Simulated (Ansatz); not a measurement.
We consider Ca3SbN (Pm-3m, No. 221; start mp-1013548), described by G0W0@PBEsol (plane waves, hard PAW, contour deformation; Ansatz, a program for electronic structure).

The same calculation (at the PBEsol cell, 22.187 Å³/atom) with different numerical settings; throughout: k mesh 2×2×2:

```tsv
run	response cutoff (eV)	empty bands	quasiparticle gap on the mesh (eV)	quasiparticle gap at Γ (eV)	rough time
1	100	463	0.768	0.768	70 core-s
2	150	850	0.862	0.862	4 core-min
3	200	1309	0.906	0.906	10 core-min
4	250	1829	0.931	0.931	30 core-min
5	300	2405	0.945	0.945	70 core-min
```

In the column quasiparticle gap on the mesh (eV) the first row differs from the last by -0.177 and the next to last by -0.014.

The last row is no converged limit: other settings stay fixed.

Spin–orbit coupling is not included.

A start named mp-… is a Materials Project structure, which can be a computed phase never made.
